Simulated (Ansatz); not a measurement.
## A computed series for SiO2: response to strain

Start from SiO2 in the rutile structure (space group P4_2/mnm, No. 136; a = 4.236 Å, c = 2.690 Å).

Strains are applied to the cell and any free atomic positions relax.

All numbers come from PBE (Ansatz, a program for electronic structure, PAW, no spin-orbit coupling).

```json
[
 {"variant": "base", "electron mass": "0.36 mₑ along c, 0.45 mₑ across (at Γ)", "band gap": "5.04 eV", "width of the top valence band": "2.56 eV"},
 {"variant": "isotropic strain +0.60 %", "electron mass": "0.35 mₑ along c, 0.44 mₑ across (at Γ)", "band gap": "4.76 eV", "width of the top valence band": "…"},
 {"variant": "isotropic strain +1.20 %", "electron mass": "0.34 mₑ along c, 0.42 mₑ across (at Γ)", "band gap": "4.49 eV", "width of the top valence band": "2.45 eV"},
 {"variant": "isotropic strain +1.80 %", "electron mass": "0.33 mₑ along c, 0.41 mₑ across (at Γ)", "band gap": "4.23 eV", "width of the top valence band": "2.40 eV"},
 {"variant": "isotropic strain +2.40 %", "electron mass": "0.32 mₑ along c, 0.39 mₑ across (at Γ)", "band gap": "3.97 eV", "width of the top valence band": "…"},
 {"variant": "isotropic strain +3.00 %", "electron mass": "0.31 mₑ along c, 0.38 mₑ across (at Γ)", "band gap": "…", "width of the top valence band": "…"}
]
```

**Question.** Some entries are withheld; estimate them.

**Answer.** 
- isotropic strain +0.60 %, width of the top valence band: 2.50 eV
- isotropic strain +2.40 %, width of the top valence band: 2.34 eV
- isotropic strain +3.00 %, band gap: 3.73 eV
- isotropic strain +3.00 %, width of the top valence band: 2.29 eV

Masses are band curvatures over ±0.01 Å⁻¹ around the edge. Whether these cells are dynamically stable was not tested.
